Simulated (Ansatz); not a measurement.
Given:

```
CELL_PARAMETERS angstrom
      0.00000     2.95955     2.95955
      2.96965    -0.01010     2.96965
      2.96965     2.96965    -0.01010
ATOMIC_POSITIONS crystal
  I  0.75079 0.74921 0.74921
  Cu 0.99921 0.00079 0.00079
```

No spin polarisation.

Method: PBEsol (Ansatz, a quantum-chemistry and plane-wave program), no SOC. Γ-centred 10×10×10 mesh, Fermi–Dirac width 0.05 eV.

Problem. Predict the valence-band top at Γ (three highest levels, from the VBM).

Solution. 0.00, -0.01, -0.01 eV.

Problem. What electron mass does the calculation give?

Solution. 0.14 mₑ (at Γ).

Problem. What stress (xx, yy, zz, yz, xz, xy; compression positive) does the calculation give?

Solution. (0.00, 0.00, 0.00, 0.16, 0.00, 0.00) GPa.

Problem. Predict the band gap.

Solution. 1.17 eV.

With I present, leaving out spin-orbit coupling can change the band edges. The cells carry an imposed strain or load. Effective masses come from finite differences of ±0.01 Å⁻¹. Stability against distortions was not tested. The final runs are not spin-polarised. The cell was made from CuI in the zinc blende structure (space group F-43m, No. 216) by this change: tensor shear ε_yz = −0.34 %.
